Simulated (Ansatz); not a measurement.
**What isotropic strain +0.60 % does to BN**

The parent structure is BN (space group P6_3/mmc, No. 194; a = 2.5064 Å, c = 6.6147 Å; layered, stacked along the Cartesian z axis).

Now apply this change: every lattice vector is stretched by 0.60 %; the atoms relax in the strained cell.

All numbers come from PBE-D3(BJ), PAW, 420 eV (Ansatz, a quantum-chemistry and plane-wave program; without spin-orbit coupling). k-mesh 15×15×5 (Γ-centred); smearing 0.05 eV (Fermi–Dirac).

| quantity | base | changed | shift |
|---|---|---|---|
| volume per atom | 9.00 Å³ | 9.16 Å³ | +0.16 Å³ |
| space group | P6_3/mmc (No. 194) | P6_3/mmc (No. 194) | – |
| shortest interatomic distance | 1.447 Å | 1.456 Å | +0.009 Å |
| energy relative to the base (free energy F) | 0 meV/atom | +2.2 meV/atom | +2.2 meV/atom |
| band gap | 4.24 eV | 4.22 eV | -0.02 eV |
| gap character | indirect, k = (0.267, 1/3, 0) in the run's primitive reciprocal basis → M | indirect, k = (0.267, 1/3, 0) in the run's primitive reciprocal basis → M | – |
| smallest direct gap | 4.64 eV | 4.59 eV | -0.044 eV |
| mean gap deformation potential ΔEg/Δln V | – | -1.1 eV | – |
| width of the top valence band | 3.22 eV | 3.19 eV | -0.03 eV |

Final structure:

```
BN
1.0
    2.52148     0.00000     0.00000
   -1.26074     2.18367     0.00000
    0.00000     0.00000     6.65437
B N
2 2
Direct
  0.66667   0.33333   0.75000
  0.33333   0.66667   0.25000
  0.33333   0.66667   0.75000
  0.66667   0.33333   0.25000
```

Cost of the whole job for the changed cell (relaxation, final SCF and bands): roughly 10 core-seconds.

No phonon test of stability was made.
